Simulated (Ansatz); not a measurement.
Ag (model structure, I4₁/amd, No. 141, 2 atoms in the cell), treated with PBEsol (PAW; Ansatz, a quantum-chemistry and plane-wave program).

Numerical settings: plane-wave cutoff 520 eV, 22×22×22 k mesh, Fermi–Dirac smearing 0.05 eV, no spin polarisation, scalar-relativistic PAW data made under PBE.

Cell (relaxed at this level):

```
Ag
1.0
   -2.59982     2.59982     1.36040
    2.59982    -2.59982     1.36040
    2.59982     2.59982    -1.36040
Ag
2
Direct
  0.00000   0.00000   0.00000
  0.75000   0.25000   0.50000
```

Question: Estimate the bulk modulus that the calculation returns.

Answer: 
- bulk modulus: 96.9 GPa

The run finds no gap.

Note: the bulk modulus is −V dP/dV from two relaxed cells at ±2 % in volume; the relaxation could raise the start's symmetry but not lower it, so the cell can be a saddle point.

It cost around 2.8 core-minutes (rough) of CPU time.

A model structure was made by putting elements into a prototype or built by hand; it is no filed structure, need not be a known phase, and can be a saddle point held by its symmetry.
